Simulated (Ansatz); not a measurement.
## Cubic perovskite CsPbCl₃ (cubic high-temperature phase)

The numbers are results of PBE in Ansatz (plane waves, PAW), not measurements.

Run with plane-wave cutoff 500 eV, 8×8×8 k mesh, Fermi–Dirac smearing 0.05 eV, scalar-relativistic PAW data made under PBE.

Cell (relaxed at this level):

Space group Pm-3m (No. 221); a = b = c = 5.734 Å, α = β = γ = 90.00°

| atom | site | symmetry | x | y | z |
|---|---|---|---|---|---|
| Cs | 1a | m-3m | 0.0000 | 0.0000 | 0.0000 |
| Pb | 1b | m-3m | 0.5000 | 0.5000 | 0.5000 |
| Cl | 3c | 4/mm.m | 0.0000 | 0.5000 | 0.5000 |

band gap: 2.21 eV (on the SCF k mesh)

Note: the relaxation could not lower the start's symmetry, so the cell can be a saddle point above a distorted one.

Spin–orbit coupling is not included; with these elements it can move the gap by several tenths of an eV or more.

Computed values are for the static lattice.

The result took very roughly 50 core-seconds.

Ansatz is a program for electronic structure.
